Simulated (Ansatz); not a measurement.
The reference is Rh in the fcc (Cu type) structure (space group Fm-3m, No. 225; a = 3.8016 Å; relaxed with 0.1 eV smearing). Axes: x, y, z lie along the cube axes.

All numbers come from r2SCAN (Ansatz, a quantum-chemistry and plane-wave program), no spin-orbit coupling, earlier PAW set.

Strains are applied to the cell and any free atomic positions relax; under biaxial strain the out-of-plane vector relaxes too; under stress the whole cell relaxes.

One change was made to it. Results:

The energy goes up by 0.5 meV/atom; the volume per atom increases by 0.03 Å³ to 13.77 Å³.

Q: Name the change that was made.
A) uniaxial stress, 2 GPa tension along z
B) biaxial strain +0.69 %, plane normal [001], relaxed out of plane
C) biaxial strain −2.33 %, plane normal [001], relaxed out of plane

A: A, uniaxial stress, 2 GPa tension along z. For comparison, the energy relative to the base in the other runs: biaxial strain −2.33 %, plane normal [001], relaxed out of plane gives +23 meV/atom; biaxial strain +0.69 %, plane normal [001], relaxed out of plane gives +1.8 meV/atom.

Beyond what the load breaks, stability against distortions was not tested. All final runs are without spin polarisation.
